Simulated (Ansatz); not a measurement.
The reference is SrHfN₂ (space group R-3m, No. 166; a cell from a computed database, its experimental status unchecked).

```
CELL_PARAMETERS angstrom
      1.65990     0.95835     5.86111
     -1.65990     0.95835     5.86111
      0.00000    -1.91669     5.86111
ATOMIC_POSITIONS crystal
  Sr 0.00000 0.00000 0.00000
  Hf 0.50000 0.50000 0.50000
  N  0.23313 0.23313 0.23313
  N  0.76687 0.76687 0.76687
```

Cartesian axes are those of the cell as printed.

Calculations: Ansatz (a program for electronic structure) PBEsol, no spin-orbit coupling.

Base values:

The valley order is F (1/2, 0, 1/2) 0.17 eV and the shortest interatomic distance is 2.245 Å.

Modification: uniaxial strain ε_xx = +3.19 %, all other strain components held at zero, atoms relaxed at fixed cell.

Problem. How does this affect the valley order and shortest interatomic distance?

Solution. The valley order (the lowest conduction-band minima on the path, energy above the VBM, named in the base's zone) goes from F (1/2, 0, 1/2) 0.17 eV to F (1/2, 1/2, 0) 0.11 eV; F (0, 1/2, 1/2) 0.23 eV; the shortest interatomic distance drops by 0.007 Å (2.245 Å → 2.238 Å).

Spin-orbit coupling, missing from the scalar runs, can matter with Hf. The levels and masses belong to the bands next to the band gap. Stability against distortions was not tested.
